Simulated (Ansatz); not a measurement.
## How far PBE-D3(BJ) and r2SCAN+rVV10 part for Sb, pressure −2 GPa

The parent structure is Sb in the A7 type structure (space group R-3m, No. 166; a = 4.321 Å, c = 11.040 Å (hexagonal axes)).

(Cell as relaxed with PBE-D3(BJ).)

Levels (all Ansatz, a first-principles code, PAW): PBE-D3(BJ) (420 eV, no SOC); r2SCAN+rVV10 (500 eV, no spin-orbit coupling).

Each level relaxes its own structure.

```
base                 PBE-D3(BJ)  r2SCAN+rVV10
-------------------  ----------  ------------
volume per atom        29.76 Å³      30.67 Å³
lattice parameter a     4.321 Å       4.328 Å
band gap                   zero          zero
```

The change: hydrostatic tension (pressure −2 GPa).

| quantity | PBE-D3(BJ) | r2SCAN+rVV10 |
|---|---|---|
| band gap | zero | (withheld) |
| lattice parameter a | 4.367 Å | (withheld) |

Task: Predict the r2SCAN+rVV10 column.

Result: 
- band gap, r2SCAN+rVV10: zero
- lattice parameter a, r2SCAN+rVV10: 4.360 Å

PBE-D3(BJ)'s lattice parameter a lies 0.0062 Å above r2SCAN+rVV10's (0.1 %); the two agree on the band gap. The two levels end in clearly different cell shapes (a soft spacing or a collapse), which may drive these differences. Neither level is exact; r2SCAN+rVV10 is the comparison here, not a measurement.

Spin-orbit coupling, missing from the scalar runs, can matter with Sb. Load acts through the strain it causes; cell and atoms are relaxed under it. Whether these cells are dynamically stable was not tested.
